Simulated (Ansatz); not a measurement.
The parent structure is Pt in the fcc (Cu type) structure (space group Fm-3m, No. 225; a = 3.9403 Å). Axes: x, y, z lie along the cube axes.

Calculations: r2SCAN/PAW in Ansatz (a program for electronic structure), no spin-orbit coupling.

It is then changed as follows: the cell is scaled by 1.0123 in all directions, atoms relaxed at fixed cell.

Predict the stress tensor and what it implies for the stiffness.

Stress of the strained cell less that of the base (GPa, compression positive):
```
   -9.0     0.0     0.0
    0.0    -9.0     0.0
    0.0     0.0    -9.0
```

Then B = −ΔP/(ΔV/V₀) with ΔV/V₀ = 0.0374 gives secant stiffness values (nonlinear terms included at this strain): B ≈ 241 GPa.

As a check, the harmonic strain energy −½ V₀ Δσ:ε is 16 meV/atom; the computed energy rise is 17 meV/atom.

Stability against distortions was not tested. All final runs are without spin polarisation. Pt lies near a magnetic instability that expansion can trigger; it was not tested.
